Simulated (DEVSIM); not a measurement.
Structure: Al/SiO2/p-GaAs capacitor, at 300 K.

| layer (left to right) | material | thickness (nm) | Na (cm⁻³) |
|---|---|---|---|
| 1 | SiO2 | 43.0 | - |
| 2 | GaAs | 8100 | 6.4e15 |

Metal gate on the left, work function 4.1 eV. Fixed charge at the semiconductor interface 0 cm⁻² (in units of +e); no interface traps.

Constants are typed, rounded textbook-type inputs, not results; the design itself was drawn at random and stands for no fabricated device. Values at 300 K.

```csv
parameter,SiO2,GaAs
gap (eV),9,1.424
affinity (eV),0.9,4.07
permittivity,3.9,12.9
Nc (cm⁻³),-,4.7e17
Nv (cm⁻³),-,9e18
```

Simulated with DEVSIM: 1D Poisson equation in equilibrium, Boltzmann statistics, complete ionisation; no quantum confinement or tunnelling. Metal contacts follow the ideal Schottky-Mott rule: no Fermi-level pinning, no interface dipoles.

Tabulate band edges, carrier densities and field at -4.2 V on the gate.

Energies count from the Fermi level of the right contact; mesh points crowd at the junctions.

```csv
x (μm),Ec (eV),Ev (eV),n (cm⁻³),p (cm⁻³),field (V/cm)
0.000,7.400,-1.600,< 1e2,< 1e2,-660000
0.001883,7.277,-1.723,< 1e2,< 1e2,-660000
0.006650,6.964,-2.036,< 1e2,< 1e2,-660000
0.01872,6.173,-2.827,< 1e2,< 1e2,-660000
0.03633,5.018,-3.982,< 1e2,< 1e2,-660000
0.04111,4.705,-4.295,< 1e2,< 1e2,-660000
0.04300,4.581,-4.419,< 1e2,< 1e2,-440000
0.04605,1.371,-0.053,< 1e2,1.2e18,-91000
0.05308,1.330,-0.094,< 1e2,2.4e17,-39000
0.07187,1.287,-0.137,< 1e2,4.6e16,-14000
0.1221,1.253,-0.171,< 1e2,1.2e16,-3300
0.3328,1.237,-0.187,< 1e2,6.5e15,-53
0.8192,1.237,-0.187,< 1e2,6.4e15,≈ 0
2.119,1.237,-0.187,< 1e2,6.4e15,≈ 0
6.016,1.237,-0.187,< 1e2,6.4e15,≈ 0
7.348,1.237,-0.187,< 1e2,6.4e15,≈ 0
7.846,1.237,-0.187,< 1e2,6.4e15,≈ 0
8.033,1.237,-0.187,< 1e2,6.4e15,≈ 0
8.113,1.237,-0.187,< 1e2,6.4e15,≈ 0
8.133,1.237,-0.187,< 1e2,6.4e15,≈ 0
8.140,1.237,-0.187,< 1e2,6.4e15,≈ 0
8.143,1.237,-0.187,< 1e2,6.4e15,≈ 0
```
